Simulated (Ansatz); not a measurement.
The reference is MgTe in the wurtzite structure (space group P6_3mc, No. 186; a = 4.561 Å, c = 7.413 Å). Axes: x lies along a and z along c of the hexagonal cell.

Modification: uniaxial stress, 3 GPa tension along z, with the cell and atoms free to relax against it.

Levels (all Ansatz, a quantum-chemistry and plane-wave program, PAW, earlier PAW set): PBEsol (420 eV, without spin-orbit coupling); PBEsol+SOC (420 eV, spin-orbit coupling included).

The geometry is relaxed with PBEsol.

| Property | Result |
|---|---|
| PBEsol band gap | 1.96 eV |
| PBEsol width of the top valence band | 1.57 eV |
| PBEsol electron mass | 0.13 mₑ along z, 0.18 mₑ across (at Γ) |

With PBEsol+SOC at the same geometry, the band gap decreases by 0.273 eV (1.96 eV → 1.68 eV); the hole mass amounts to 2.4 mₑ along z, 0.25 mₑ across (at Γ); the width of the top valence band rises by 0.11 eV to 1.68 eV; the electron mass is still 0.13 mₑ along z, 0.18 mₑ across (at Γ).

Single points use the geometry relaxed with PBEsol. Differences between runs with and without spin-orbit coupling are approximate. Spin-orbit coupling, missing from the scalar runs, can matter with Te. Load acts through the strain it causes; cell and atoms are relaxed under it. Masses are band curvatures over ±0.01 Å⁻¹ around the edge. Beyond what the load breaks, stability against distortions was not tested.
